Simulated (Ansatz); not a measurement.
We consider TaAlO4 (I4₁md, No. 109, 12 atoms in the cell; start mp-760396), described by HSE06+SOC in Ansatz (PAW).

Numerical settings: plane-wave cutoff 460 eV, 6×6×6 k mesh, Fermi–Dirac smearing 0.01 eV, PAW data made under PBE.

Cell (relaxed with PBEsol):

Space group I4₁md (No. 109); a = b = 6.471 Å, c = 5.912 Å, α = β = γ = 90.00°

```json
[
 {"atom": "Ta", "site": "4a", "symmetry": "2mm.", "x": "0.0000", "y": "0.0000", "z": "0.7624"},
 {"atom": "Al", "site": "4a", "symmetry": "2mm.", "x": "0.0000", "y": "0.0000", "z": "0.2518"},
 {"atom": "O", "site": "8b", "symmetry": ".m.", "x": "0.1941", "y": "0.0000", "z": "0.4901"},
 {"atom": "O", "site": "8b", "symmetry": ".m.", "x": "0.2003", "y": "0.0000", "z": "0.0028"}
]
```
(The calculation used a cell of 12 atoms; values per cell refer to that cell.)

**Question.** Give the computed band gap.

**Answer.** 
band gap: 4.30 eV (on the SCF k mesh) (direct)

Note: cell and atoms aren't relaxed at this level (pressure -1.4 GPa).

Computed values are for the static lattice.

Cost on a shared machine: about 80 core-minutes (a rough figure).

A start named mp-… is a Materials Project structure, which need not be a measured phase.

Ansatz is a quantum-chemistry and plane-wave program.
